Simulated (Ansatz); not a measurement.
A computed series for BaTiO3: pressure series

Take BaTiO3 in the cubic perovskite structure (space group Pm-3m, No. 221; a = 3.9940 Å) as the base.

Cell and atoms are relaxed at each pressure.

Computed with plane-wave PAW DFT at the r2SCAN level (Ansatz, a program for electronic structure, 500 eV), spin-orbit coupling left out.

Candidates:
(a) pressure 7 GPa
(b) pressure 75 GPa
(c) pressure −1 GPa
(d) pressure 15 GPa
(e) pressure 100 GPa

Base values:

The band gap comes out as 2.17 eV.

Task: Order them by band gap, highest first.

Result: (b) pressure 75 GPa (2.43 eV), (e) pressure 100 GPa (2.39 eV), (d) pressure 15 GPa (2.35 eV), (a) pressure 7 GPa (2.26 eV), (c) pressure −1 GPa (2.16 eV)

Load acts through the strain it causes; cell and atoms are relaxed under it. No phonon test of stability was made. No other phases were tried under pressure. All final runs are without spin polarisation. Many cubic perovskites are stable only at high temperature; tilts and polar distortions were not tested. This is not the structure that BaTiO3 has at room temperature and ambient pressure.
